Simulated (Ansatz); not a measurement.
The starting structures come from a database of crystals and need not be the phases stable at ambient conditions.

By LDA and PBEsol, the system below comes out a metal.

Input:

```xyz
1
Lattice="4.5985 0.0000 0.0000 -2.2993 3.9824 0.0000 2.2993 1.3275 0.9387" Properties=species:S:1:pos:R:3 pbc="T T T"
Ti     0.0000     0.0000     0.0000
```

Space group of this cell: Im-3m, bcc (W type). The cell is taken as given; by PBEsol its mean pressure is -4.1 GPa.

The current runs along the normal of the first two printed vectors, the (111) plane. All runs by Ansatz (a first-principles code), plane waves and PAW, without spin-orbit coupling; the base is PBEsol.

```csv
run,mean pressure (GPa),"G/A, both spins (10¹⁵ S/m²)"
base,-4.1,1.56
all lengths scaled by 0.98,2.6,(withheld)
all lengths scaled by 1.02,-9.4,(withheld)
lda in place of pbesol,-8.5,1.60
"lengths across the current scaled by 0.98, ions clamped",0.2,1.64
"lengths along the current scaled by 1.03, ions clamped",-6.9,(withheld)
```

Task: Some entries are withheld; supply them.

Result: 
- all lengths scaled by 0.98, G/A, both spins (10¹⁵ S/m²): 1.63
- all lengths scaled by 1.02, G/A, both spins (10¹⁵ S/m²): 1.50
- lengths along the current scaled by 1.03, ions clamped, G/A, both spins (10¹⁵ S/m²): 1.58
